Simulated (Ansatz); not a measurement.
The parent structure is PtSe₂ in the CdI2 type structure (space group P-3m1, No. 164; a = 3.7722 Å, c = 4.8212 Å; layered; relaxed with 0.1 eV smearing).

Computed with PBE-D3(BJ)/PAW in Ansatz (a quantum-chemistry and plane-wave program), without spin-orbit coupling.

For the base:

| Quantity | Value |
|---|---|
| Pressure | 0.0 GPa |

It is then changed as follows: every lattice vector is stretched by 2.31 %, atoms relaxed at fixed cell.

**Question.** Predict the new energy relative to the base and pressure.

**Answer.** The energy goes up by 22 meV/atom; the pressure (mean of the normal stresses, compression positive) goes from zero to -4.7 GPa.

The cells carry an imposed strain or load. No phonon test of stability was made. All final runs are without spin polarisation.
